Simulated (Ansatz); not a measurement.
Base system: SiC in the wurtzite structure (space group P6_3mc, No. 186; a = 3.0755 Å, c = 5.0486 Å).

Level of theory: DFT with r2SCAN, PAW potentials and a 500 eV plane-wave cutoff in Ansatz (an electronic-structure program), no SOC, earlier PAW set.

Base values:

* **Width of the top valence band**: 4.03 eV
* **Band gap**: 2.65 eV
* **Smallest direct gap**: 4.48 eV
* **Gap character**: indirect, Γ → K

One thing is altered: cell and atoms relaxed at a pressure of 7 GPa.

### Question
What does the calculation give for the width of the top valence band after the change?

### Answer
The width of the top valence band grows by 0.08 eV to 4.11 eV.

### Question
What does the calculation give for the band gap after the change?

### Answer
The band gap drops by 0.04 eV (2.65 eV → 2.61 eV).

### Question
What happens to the smallest direct gap?

### Answer
The smallest direct gap goes up by 0.065 eV to 4.54 eV.

### Question
Estimate the effect on the gap character.

### Answer
The gap character stays indirect, Γ → K.

Load acts through the strain it causes; cell and atoms are relaxed under it. No phonon test of stability was made. No other phases were tried under pressure.
